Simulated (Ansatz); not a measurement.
Consider this model of amorphous Ni24Si24.

```xyz
48
Lattice="8.2040 -0.0461 -0.3712 -0.0461 8.1827 -0.2408 -0.3712 -0.2408 8.9260" Properties=species:S:1:pos:R:3 pbc="T T T"
Ni     3.5872     2.0795     6.6591
Ni     0.3837     6.9386     5.9119
Ni     4.7036    -0.0836     7.4887
Ni     2.9205     4.6151     6.8050
Ni     5.1504     1.1452     0.9075
Ni     1.7600     5.9120     2.5441
Ni     1.0536     1.0640     6.8664
Ni     5.4876     5.3132     4.1626
Ni     2.1975     6.9435     7.6316
Ni     6.8537     7.4314    -0.2375
Ni     5.7737     7.1087     2.1071
Ni     4.7842     3.0628     2.7114
Ni     1.7070     2.9639     8.5018
Ni     4.4120     4.0892     0.1701
Ni     4.7381    -0.1458     4.9806
Ni     6.8851     4.8281    -0.3119
Ni     1.5370     3.4159     3.8179
Ni     5.3250     4.0079     6.4576
Ni     7.4674     2.7422     7.0009
Ni     0.9041     0.6540     0.3532
Ni     7.9387     5.3205     3.5843
Ni     3.2790     7.5560     1.1505
Ni     6.4318     1.2323     3.5358
Ni     2.6065     1.8098     1.7600
Si     5.7709     1.8622     5.6484
Si     2.6894    -0.0506     5.8958
Si     7.8888     6.1388     1.3393
Si     7.3574     0.8998     1.4541
Si     4.1685     0.8393     3.0227
Si     4.8038     6.3907    -0.2098
Si     2.8009     0.8983     8.5512
Si     3.7691     6.5219     3.2707
Si     2.3666     5.4786     0.1867
Si     7.1295     0.1849     7.0236
Si     3.7821     3.5380     4.7602
Si     0.5192     1.2854     4.5215
Si     0.1666     3.0043     0.7933
Si     7.4680     3.1494     2.7869
Si     7.3541     4.7652     5.7599
Si     5.5026     2.3153     8.2060
Si     6.8625     7.3418     4.2299
Si     2.8082     3.9755     1.9272
Si     1.4470     0.0474     2.6581
Si     1.8891     5.5473     4.9036
Si     5.8665     4.8064     1.8281
Si    -0.0147     6.1547     8.0389
Si     4.4496     6.1245     6.0881
Si     1.2676     3.1829     6.1421
```

These are PBE, scalar-relativistic without spin-orbit coupling (plane waves to 420 eV, PAW; Ansatz, a quantum-chemistry and plane-wave program) values and carry that method's errors.

Preparation: random packing, a CHGNet melt and quench, and a DFT relaxation. The hot cell started wider than the set density and was brought back towards it in steps. It is the lowest in DFT energy of 2 quenches. It is a model cell: composition and starting density were chosen by hand, and all elements were melted together. No dispersion term was used. Its density started from a set value of 5.61 and ended at 5.79 g/cm³. The simulated quench (nominally 240 K/ps over its main leg) is rapid and tends to freeze in more defects than a deposited or slowly cooled glass has. Values belong to this one cell and scatter from quench to quench. Volume and shape were free in the relaxation. Stress components on the final sampling reach 0.9 GPa. On a 2×2×2 Γ-centred mesh force components of up to 0.25 eV/Å stay, since the relaxation ran on one k-point at (1/4, 1/4, 1/4).

Cut-offs for bonds: Ni-Ni 3.06 Å, Ni-Si 2.76 Å, Si-Si 2.66 Å.

**Question.** Give the coordination numbers, mean bond lengths and angles.

**Answer.** 
```yaml
Mean coordination of Ni: 10.67 (4 with 9, 7 with 10, 8 with 11, 3 with 12, 2 with 13)
Mean coordination of Si: 6.83 (2 with 5, 9 with 6, 7 with 7, 3 with 8, 3 with 9)
Mean Ni-Si bond: 2.386 Å (spread 0.107 Å, 132 counted)
Mean Ni-Ni bond: 2.674 Å (spread 0.140 Å, 62 counted)
Mean Si-Si bond: 2.534 Å (spread 0.082 Å, 16 counted)
Bond angle at Ni: mean 96.7°, spread 33.7°
Bond angle at Si: mean 98.6°, spread 31.7°
```
